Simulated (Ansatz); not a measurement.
## Effect of N → Br on TaN

The reference is TaN in the rock salt structure (space group Fm-3m, No. 225; a = 4.416 Å).

Modification: every N is replaced by Br; the structure is relaxed again.

Level of theory: PBE (Ansatz, a program for electronic structure), no spin-orbit coupling, earlier PAW set. Settings: 15×15×15 k-points, 0.05 eV Fermi–Dirac smearing, for the changed cell.

```json
[
 {"quantity": "density", "base": "15.04 g/cm³", "changed": "10.77 g/cm³", "shift": "-4.261 g/cm³"},
 {"quantity": "space group", "base": "Fm-3m (No. 225)", "changed": "Fm-3m (No. 225)", "shift": "–"},
 {"quantity": "shortest interatomic distance", "base": "2.208 Å", "changed": "2.719 Å", "shift": "+0.511 Å"},
 {"quantity": "band gap", "base": "zero", "changed": "zero", "shift": "–"}
]
```

Cost of the whole job for the changed cell (relaxation, final SCF and bands): very roughly 40 core-seconds.

Stability against distortions was not tested. As relaxed here, TaBr is a hypothetical phase, not in the database extracts checked. No Hubbard U is applied, and correlation can decide whether such a compound is a metal. All final runs are without spin polarisation. TaBr has a high density of states at the Fermi level and may be magnetic at this level. This is not the structure that TaN has at room temperature and ambient pressure.
